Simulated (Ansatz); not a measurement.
The starting structures come from a database of crystals and need not be the phases stable at ambient conditions.

 Where the default PAW files enter, the runs use the earlier of Ansatz's two default sets.

## Evanescent states of LiH₂N (I-4, not sure to be the ambient phase, 16 atoms a cell, 7.8 Å³ an atom) along the normal of (110)

All values below come from PBEsol (plane waves, PAW; Ansatz, an electronic-structure program).

The gap is the functional's own. No spin-orbit coupling. Mid-gap values are interpolated on the energy grid.

Energies count from the valence-band top; κ is the least over a 6×6 mesh across the current.

| E (eV) | κ (1/Å) | where |
|---|---|---|
| 0.08 | 0.182 | off Γ |
| 0.24 | 0.266 | Γ |
| 0.40 | 0.296 | Γ |
| 0.56 | 0.319 | Γ |
| 0.72 | 0.336 | Γ |
| 0.88 | ? | Γ |
| 1.04 | ? | Γ |
| 1.20 | ? | Γ |
| 1.36 | ? | Γ |
| 1.52 | ? | Γ |
| 1.68 | ? | Γ |
| 1.84 | ? | Γ |
| 2.00 | ? | Γ |
| 2.16 | 0.336 | Γ |
| 2.32 | ? | Γ |
| 2.48 | 0.299 | Γ |
| 2.64 | 0.273 | Γ |
| 2.80 | 0.241 | Γ |
| 2.96 | 0.198 | Γ |
| 3.12 | 0.135 | Γ |

Task: Some entries are withheld; supply them.

Result: 
- 0.88, κ (1/Å): 0.349
- 1.04, κ (1/Å): 0.358
- 1.20, κ (1/Å): 0.364
- 1.36, κ (1/Å): 0.367
- 1.52, κ (1/Å): 0.367
- 1.68, κ (1/Å): 0.364
- 1.84, κ (1/Å): 0.358
- 2.00, κ (1/Å): 0.349
- 2.32, κ (1/Å): 0.320
